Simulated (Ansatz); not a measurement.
Consider O vacancy in ceria, charge state +2. Level of theory: PBE, PAW (plane waves to 420 eV; Ansatz, a first-principles code).

Settings: 96 host sites, the relaxed PBE lattice, one k-point at (0.250, 0.250, 0.250), smearing 0.01 eV, spin-restricted, no image-charge correction. No zero-point or tunnelling terms. Spin-orbit coupling is left out. The charge state is imposed; whether it is stable for some Fermi level was not computed. Forms of the defect that were not tried may lie lower.

Barriers: single points on a 2×2×2 k-point mesh shifted by half a step at the bands' geometries.

Relaxed starting cell (atoms counted from 1):

```
CELL_PARAMETERS angstrom
     10.92898     0.00000     0.00000
      0.00000    10.92898     0.00000
      0.00000     0.00000    10.92898
ATOMIC_POSITIONS crystal
  Ce 0.99967 0.99872 0.99854
  Ce 0.99914 0.00064 0.50071
  Ce 0.99915 0.50090 0.00045
  Ce 0.99108 0.50894 0.50876
  Ce 0.49969 0.00036 0.00017
  Ce 0.50132 0.99873 0.50017
  Ce 0.50132 0.50037 0.99854
  Ce 0.49937 0.50087 0.50068
  O  0.12469 0.37533 0.87520
  O  0.12471 0.87539 0.37513
  O  0.12473 0.87532 0.87513
  O  0.62455 0.37530 0.37515
  O  0.62469 0.37533 0.87516
  O  0.62469 0.87531 0.37514
  O  0.62474 0.87532 0.87513
  O  0.12468 0.14418 0.37518
  O  0.12479 0.12584 0.87517
  O  0.12469 0.60663 0.37513
  O  0.12471 0.62483 0.87511
  O  0.62476 0.12582 0.37509
  O  0.62477 0.12525 0.87510
  O  0.62473 0.62481 0.37512
  O  0.62472 0.62539 0.87514
  Ce 0.99111 0.24170 0.24153
  Ce 0.99918 0.24978 0.74984
  Ce 0.99917 0.74999 0.24959
  Ce 0.99970 0.75194 0.75174
  Ce 0.49938 0.24974 0.24957
  Ce 0.50134 0.25026 0.75173
  Ce 0.50131 0.75192 0.25008
  Ce 0.49965 0.75028 0.75009
  O  0.12211 0.12336 0.12320
  O  0.12727 0.12331 0.62715
  O  0.12725 0.62731 0.12312
  O  0.12214 0.62730 0.62711
  O  0.62203 0.12583 0.12560
  O  0.62732 0.12582 0.62458
  O  0.62732 0.62480 0.12564
  O  0.62209 0.62480 0.62462
  O  0.12470 0.37534 0.14399
  O  0.12476 0.37534 0.60647
  O  0.12475 0.87531 0.12564
  O  0.12469 0.87530 0.62463
  O  0.62474 0.37531 0.12565
  O  0.62478 0.37531 0.62465
  O  0.62474 0.87532 0.12507
  O  0.62470 0.87531 0.62521
  Ce 0.25026 0.00063 0.24958
  Ce 0.24978 0.99872 0.75173
  Ce 0.25832 0.50894 0.24153
  Ce 0.25027 0.50088 0.74982
  Ce 0.74812 0.99870 0.25008
  Ce 0.74977 0.00036 0.75010
  Ce 0.75000 0.50086 0.24959
  Ce 0.74811 0.50036 0.75172
  O  0.37671 0.37786 0.12315
  O  0.37675 0.37276 0.62710
  O  0.37423 0.87796 0.12564
  O  0.37418 0.87270 0.62461
  O  0.87275 0.37278 0.12310
  O  0.87276 0.37791 0.62710
  O  0.87526 0.87269 0.12563
  O  0.87521 0.87796 0.62463
  O  0.37236 0.12762 0.12742
  O  0.37746 0.12258 0.62787
  O  0.37745 0.62806 0.12241
  O  0.37240 0.62304 0.62286
  O  0.87194 0.12257 0.12239
  O  0.87702 0.12767 0.62284
  O  0.87700 0.62303 0.12746
  O  0.87199 0.62806 0.62787
  Ce 0.25028 0.24978 0.00045
  Ce 0.25832 0.24172 0.50876
  Ce 0.24977 0.75193 0.99853
  Ce 0.25027 0.75002 0.50069
  Ce 0.74813 0.25029 0.99852
  Ce 0.75004 0.24976 0.50068
  Ce 0.74976 0.75027 0.00016
  Ce 0.74809 0.75190 0.50018
  O  0.37672 0.12334 0.37767
  O  0.37426 0.12585 0.87775
  O  0.37671 0.62730 0.37259
  O  0.37422 0.62484 0.87254
  O  0.87275 0.12325 0.37259
  O  0.87529 0.12584 0.87250
  O  0.87272 0.62723 0.37773
  O  0.87523 0.62484 0.87777
  O  0.35580 0.37533 0.37514
  O  0.37420 0.37534 0.87512
  O  0.37419 0.87532 0.37512
  O  0.37480 0.87533 0.87513
  O  0.89331 0.37526 0.37513
  O  0.87520 0.37534 0.87510
  O  0.87520 0.87523 0.37514
  O  0.87469 0.87535 0.87514
```
Cell charge +2.

End state 1 differs by these moves (Å; atoms that move under 0.08 Å are left out):

```
atom  element     Δx     Δy     Δz
----  -------  -----  -----  -----
4          Ce   0.00  -0.19   0.00
10          O   0.00  -0.21   0.00
16          O   0.00  -0.21   0.00
18          O   0.00  -2.32   0.00
24         Ce   0.09   0.10   0.09
26         Ce  -0.09   0.10  -0.09
34          O  -0.03  -0.02   0.23
35          O   0.03  -0.02  -0.23
40          O   0.03  -0.02  -0.23
41          O  -0.03  -0.02   0.23
50         Ce   0.00  -0.19   0.00
57          O  -0.05   0.05  -0.05
60          O   0.05   0.05   0.05
67          O   0.05   0.05   0.05
70          O  -0.05   0.05  -0.05
73         Ce  -0.09   0.10  -0.09
75         Ce   0.09   0.10   0.09
82          O  -0.23  -0.02   0.03
86          O   0.23  -0.02  -0.03
88          O   0.23  -0.02  -0.03
92          O  -0.23  -0.02   0.03
```

### Question
Predict the forward and backward barriers to end state 1 from PBE, PAW.

### Answer
forward 0.45 eV, backward 0.45 eV; at the saddle point atom 18 has neighbours 2 Ce at 2.12 Å. The program found a first-order saddle point.
